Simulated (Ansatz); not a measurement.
The reference is Ba in the bcc (W type) structure (space group Im-3m, No. 229; a = 5.0200 Å).

The values are results of PBE (Ansatz, a quantum-chemistry and plane-wave program), no spin-orbit coupling, not measurements.

Base values:

| Property | Value |
|---|---|
| Volume per atom | 63.25 Å³ |
| Band gap | zero |

Modification: a hydrostatic pressure of 1.5 GPa.

Q: What happens to the volume per atom?

A: The volume per atom shrinks by 8.247 Å³ to 55.01 Å³.

Q: Predict the new band gap.

A: The band gap remains zero.

Load acts through the strain it causes; cell and atoms are relaxed under it. Stability against distortions was not tested.
